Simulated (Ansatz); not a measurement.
Consider ZnF₂ in the rutile structure (space group P4_2/mnm, No. 136; a = 4.801 Å, c = 3.175 Å).

All numbers come from Ansatz (a first-principles code) PBE, no SOC.

Strains are applied to the cell and any free atomic positions relax.

One change was made to it. Results:

```tsv
quantity	base	after
electron mass	0.41 mₑ along c, 0.45 mₑ across (at Γ)	0.40 mₑ along c, 0.45 mₑ across (at Γ)
band gap	3.52 eV	3.38 eV
energy relative to the base (free energy F)	0 meV/atom	+18 meV/atom
smallest direct gap	3.53 eV	3.50 eV
```

Which change produced these results?
A) isotropic strain +2.40 %
B) isotropic strain +3.00 %
C) isotropic strain +0.60 %
D) isotropic strain +1.80 %

A, isotropic strain +2.40 %. For comparison, the energy relative to the base in the other runs: isotropic strain +1.80 % gives +10 meV/atom; isotropic strain +0.60 % gives +1.2 meV/atom; isotropic strain +3.00 % gives +27 meV/atom.

Masses are band curvatures over ±0.01 Å⁻¹ around the edge. Whether these cells are dynamically stable was not tested.
